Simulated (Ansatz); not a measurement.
**Computed paths: O vacancy in polar orthorhombic HfO2, neutral cell**

Defect migration in polar orthorhombic HfO2: O vacancy, neutral cell. Calculation: PBE, PAW (plane waves to 420 eV; Ansatz, a quantum-chemistry and plane-wave program).

96-site cell at the relaxed PBE lattice, the Γ point alone, smearing 0.01 eV, spin-restricted, no finite-size correction. Static, classical nuclei. Spin-orbit coupling is left out. The host's phase is taken as given; its stability against other phases was not computed. The charge state is imposed; whether it is stable for some Fermi level was not computed. Forms of the defect that were not tried may lie lower.

Barriers: single points on a 2×2×2 k-point mesh shifted by half a step at the bands' geometries (they differ from the bands' own by up to 0.16 eV, and are uncertain by about as much).

```csv
Route,Start site over the lowest site run (eV),Hop (Å),Forward barrier (eV),Backward barrier (eV),Neighbours at the start,Neighbours at the saddle,Saddle order,"Forward, on the band's own sampling (eV)"
a nearby O atom hops onto the vacant site,0.28,2.84,1.74,1.74,"Hf at 2.04, Hf at 2.14, Hf at 2.15; O at 2.54 Å","Hf at 2.00, Hf at 2.13, Hf at 2.28; O at 2.43, O at 2.60 Å",first order,1.62
a nearby O atom hops onto the vacant site,0.28,2.78,1.78,2.05,"Hf at 2.12, Hf at 2.15, Hf at 2.23, Hf at 2.28; O at 2.55, O at 2.56, O at 2.57, O at 2.65, O at 2.68 Å","Hf at 1.94, Hf at 2.04 Å",first order,1.70
a nearby O atom hops onto the vacant site,0.28,2.63,1.87,1.87,"Hf at 2.05, Hf at 2.14, Hf at 2.17; O at 2.55 Å","Hf at 2.00, Hf at 2.20, Hf at 2.32; O at 2.45, O at 2.57 Å",first order,1.86
a nearby O atom hops onto the vacant site,0.00,2.60,2.32,2.32,"2 Hf at 2.11, Hf at 2.27, Hf at 2.35; O at 2.55, O at 2.56, O at 2.57, O at 2.71 Å","Hf at 1.96, Hf at 1.97 Å",first order,2.25
a nearby O atom hops onto the vacant site,0.00,2.42,2.42,2.42,"Hf at 2.11, Hf at 2.18, Hf at 2.24, Hf at 2.31; O at 2.56, O at 2.63, O at 2.67, O at 2.69 Å",2 Hf at 1.97 Å,first order,2.31
a nearby O atom hops onto the vacant site,0.28,2.44,2.44,2.72,"Hf at 2.11, Hf at 2.15, Hf at 2.23, Hf at 2.31; 2 O at 2.56, O at 2.66, O at 2.67 Å","Hf at 1.97, Hf at 1.99, Hf at 2.49; O at 2.46, O at 2.55 Å",first order,2.29
```

Paths come from CI-NEB runs.
